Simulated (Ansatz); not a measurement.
Data:

End structure of the (20-21) surface of hcp Y in its 1x1 cell, outermost plane spacing 0.25 Å in the ideal cut:

```
CELL_PARAMETERS angstrom
      3.65768     0.00000     0.00000
     -1.82884    11.78542     0.00000
      0.00000     0.00000    27.00000
ATOMIC_POSITIONS crystal
  Y  0.54609 0.09217 0.30266
  Y  0.92096 0.84192 0.31073
  Y  0.77697 0.55392 0.35599
  Y  0.14737 0.29472 0.36943
  Y  0.00980 0.01959 0.40961
  Y  0.38059 0.76116 0.41757
  Y  0.24195 0.48392 0.46622
  Y  0.61434 0.22868 0.47620
  Y  0.47312 0.94624 0.52380
  Y  0.84550 0.69100 0.53378
  Y  0.70687 0.41375 0.58243
  Y  0.07766 0.15533 0.59039
  Y  0.94009 0.88019 0.63057
  Y  0.31049 0.62099 0.64401
  Y  0.16650 0.33300 0.68927
  Y  0.54137 0.08275 0.69734
```

Slab: 16 atoms, 10.9 Å thick at the start; k 10x4x1, smearing 0.1 eV, dipole-corrected; all atoms relaxed; held to the part of the start's symmetry that mesh and held atoms allow; no spin, no spin-orbit, no U.

Question: Give the work function of the top face at the level PBE (Ansatz, a program for electronic structure).

Answer: 3.19 eV

Question: What surface energy (mean of both faces) does PBE give?

Answer: 0.99 J/m²
